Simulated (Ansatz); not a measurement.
## Ansatz run on InPd (Pm-3m, 2 atoms in the cell): self-consistent single point

Method: PBE (plane waves, PAW; Ansatz, an electronic-structure program).

Input as run:

Ansatz 0.2 input:
```yaml
crystal:
  lattice:
    - [3.298055, 0.000000, 0.000000]
    - [0.000000, 3.298055, 0.000000]
    - [0.000000, 0.000000, 3.298055]
  atoms:
    - { symbol: In, position: [0.000000, 0.000000, 0.000000] }
    - { symbol: Pd, position: [0.500000, 0.500000, 0.500000] }
basis:
  ecutwfc: 420.0 eV
kpoints:
  mp_grid:
    grid: [13, 13, 13]
hamiltonian:
  xc: pbe
  pseudopotentials:
    kind: paw
scf:
  occupations:
    method: gaussian
    width: 0.2 eV
output:
  forces: true
  eigenvalues: true
  stress: true
```

Output (repeated stretches shortened):

```
WARN ansatz: RAYON_NUM_THREADS=1 ignored (pool sized by the plan → 1); use --threads N
Pseudopotentials: kind: paw
Pseudopotential: In, paw, valence charge 13
Pseudopotential: Pd, paw, valence charge 18
Crystal: 2 atoms, lattice volume = 35.873 Å³
Basis set: ecut = 420 eV, 739 PW (Γ), exchange–correlation on 48×48×48 points (8 copies of the dense FFT grid, shifted against one another)
Bands: 20, of which v1, the nominal top of the filled ones, is band 16 counted from 1 (15 counted from 0)
Symmetry: 48 space group operations
Space group: Pm-3m (ITA 221), of the structure as read, at distance tolerance 3.3e-5 Å
k-points: 84 of 2197
Initial density: superposition of atomic densities (neutral atoms: chi_scale 0, normalization atom), corrected by the library's trained network
Initial wavefunctions: pseudopotential atomic-orbital guess
Eigensolver: davidson
Functional: x = pbe(κ = 0.804, μ = 0.2195149727645171), c = pbe(β = 0.06672455060314922)
SCF iter   1: F=—  HF=-12571.676992 eV  |F-HF|=—  |Δ(HF+E_count)|=         —  Δρ=1.53e-3  dr2=7.61e-4  ethr=1.77e-3  ⟨swp⟩=5.1  Hψ=7297  notcnv=0
all-band conjugate gradients solve this SCF's bands
preconditioner: auto → none
SCF iter   2: F=—  HF=-12571.677451 eV  |F-HF|=—  |Δ(HF+E_count)|=   4.58e-4  Δρ=9.81e-4  dr2=3.87e-4  ethr=2.46e-6  ⟨swp⟩=2.8  Hψ=3397  notcnv=0
SCF iter   3: F=—  HF=-12571.677433 eV  |F-HF|=—  |Δ(HF+E_count)|=   1.82e-5  Δρ=2.19e-4  dr2=8.48e-6  ethr=1.25e-6  ⟨swp⟩=2.0  Hψ=2122  notcnv=0
SCF iter   4: F=—  HF=-12571.677444 eV  |F-HF|=—  |Δ(HF+E_count)|=   1.10e-5  Δρ=4.53e-5  dr2=6.71e-7  ethr=2.73e-8  ⟨swp⟩=2.1  Hψ=2955  notcnv=0
iter 5 did not close the SCF: its close was put off for the readings that it lacked (scf_convergence_deferred on its scf_iter line)
SCF iter   5: F=-12571.677444 eV  HF=-12571.677444 eV  |F-HF|=5.46e-9  |Δ(HF+E_count)|=   6.73e-8  Δρ=5.92e-6  dr2=5.13e-9  ethr=2.17e-9  ⟨swp⟩=2.0  Hψ=2062  notcnv=0
SCF iter   6: F=-12571.677444 eV  HF=-12571.677444 eV  |F-HF|=1.33e-10  |Δ(HF+E_count)|=   6.70e-9  Δρ=1.42e-6  dr2=4.24e-10  ethr=1.66e-11  ⟨swp⟩=2.5  Hψ=5766  notcnv=0
SCF 1 converged in 6 iterations: F = -12571.677444 eV  dr2 = 4.24e-10
SCF converged after 6 iterations
Free energy (F): -12571.677444 eV
Harris-Foulkes:  -12571.677444 eV  (|F-HF|=1.33e-10)
Internal energy: -12571.661260 eV  (E = F + TS)
E sigma→0 (E₀):  -12571.669352 eV
Entropy (-TS):   -0.016183 eV (-8.092 meV/atom)
Fermi energy:    16.282389 eV
--- Per-component energies (eV) ---
  E_band       = -158.047550
  E_kinetic    = 759.515672
  E_local      = -2948.453588  (includes V_loc(G=0)·N_el)
  E_nonlocal   = 585.157920
  E_hartree    = 1196.851900
  E_xc         = -384.488169
  E_vxc        = -311.779157  (∫ρ·V_xc dr)
  E_paw        = -7907.307978  (= ΣΔE_a)
  E_vpaw       = -636.192631  (= ΣTr[D̂ρ^β])
  E_aug_tail   = 0.000245  (compensation charges beyond the density's cutoff)
  E_ewald      = -3872.937262
  E_smearing   = -0.016183  (= −TS)
  E_closure    = -0.000000  (closes the sum)
  Σ components = -12571.677444   (vs F -12571.677444, Δ=0.00e0)
--- Forces (eV/Å), atoms counted from 1 ---
  atom   1  In    -0.00000000     0.00000000    -0.00000000
  atom   2  Pd     0.00000000    -0.00000000     0.00000000
  max |Σ_I F_I| component: 1.30e-28 eV/Å
--- Stress (GPa, compression-positive) ---
        0.830317      -0.000000       0.000000
       -0.000000       0.830317       0.000000
        0.000000       0.000000       0.830317
  P = ⅓ Tr σ = 0.8303 GPa (8.303 kbar)
  The stress holds the Pulay correction. Without it, at fixed plane waves, as pw.x and ABINIT print it: P = 0.7561 GPa
--- Band table (eV; the first three rows and the last of 84) ---
  k-point 0: bands = ["-68.2232", "-33.9692", "-33.9692", "-33.9692", "1.3422", "1.3422", "1.7235", "1.7235", "1.7235", "6.3753", "12.5319", "12.5319", "14.0146", "14.0146", "14.0146", "20.4269", "20.4269", "20.4269", "25.3469", "26.6553"]
  k-point 1: bands = ["-68.2232", "-33.9708", "-33.9691", "-33.9691", "1.3451", "1.3611", "1.7178", "1.7178", "1.7252", "6.4676", "12.5335", "12.5479", "13.9467", "13.9467", "14.0108", "19.7532", "20.6100", "20.6100", "25.6582", "26.6251"]
  k-point 2: bands = ["-68.2230", "-33.9754", "-33.9687", "-33.9687", "1.3534", "1.4136", "1.7019", "1.7019", "1.7298", "6.7439", "12.5378", "12.5730", "13.7708", "13.7708", "14.0004", "18.3914", "21.1308", "21.1308", "25.8750", "26.5382"]
  k-point 83: bands = ["-68.2194", "-33.9924", "-33.9924", "-33.9924", "1.4705", "1.4743", "1.4743", "1.9124", "1.9124", "11.4359", "11.5610", "11.5610", "14.5591", "14.5591", "16.1848", "18.8688", "19.6666", "19.6666", "21.0072", "21.0072"]
```

The run converged in 6 iterations.

The starting cell comes from a database of computed structures (which also holds hypothetical and non-ambient phases and stackings), without a prior relaxation at this level. Its lattice was rescaled by a random factor within 2.5 % of one. Spin polarisation is off. Ansatz's pressure includes its estimate of the finite-basis (Pulay) stress.
